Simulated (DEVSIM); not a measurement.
Structure: Cr/HfO2/p-GaAs capacitor, at 400 K.

```csv
layer (left to right),material,thickness (nm),Na (cm⁻³)
1,HfO2,6.40,-
2,GaAs,400,2.6e18
```

Metal gate on the left, work function 4.5 eV. Fixed charge at the semiconductor interface 0 cm⁻² (in units of +e); no interface traps.

This is a model device: material constants are rounded textbook-type values typed into the input, and sizes, dopings and lifetimes were drawn at random. Values at 300 K; Nc and Nv go as T^1.5, mobilities as T to minus their exponent, the gap by Varshni's rule with the affinity fixed.

| parameter | HfO2 | GaAs |
|---|---|---|
| gap (eV) | 5.7 | 1.424 |
| affinity (eV) | 2.5 | 4.07 |
| permittivity | 22 | 12.9 |
| Nc (cm⁻³) | - | 4.7e17 |
| Nv (cm⁻³) | - | 9e18 |
| Varshni α (eV/K) | - | 0.000541 |
| Varshni β (K) | - | 204 |

DEVSIM, 1D Poisson equation in equilibrium, Boltzmann statistics, complete ionisation; no quantum confinement or tunnelling. Metal contacts follow the ideal Schottky-Mott rule: no Fermi-level pinning, no interface dipoles.

The gate work function was swept, all else fixed.

```
gate work function (eV)  flat-band voltage (V)
-----------------------  ---------------------
4.2                                      -1.19
4.35                                     -1.04
4.5                                      -0.89
4.65                                     -0.74
4.8                                      -0.59
```

From the first row to the last the flat-band voltage goes from -1.19 to -0.59.
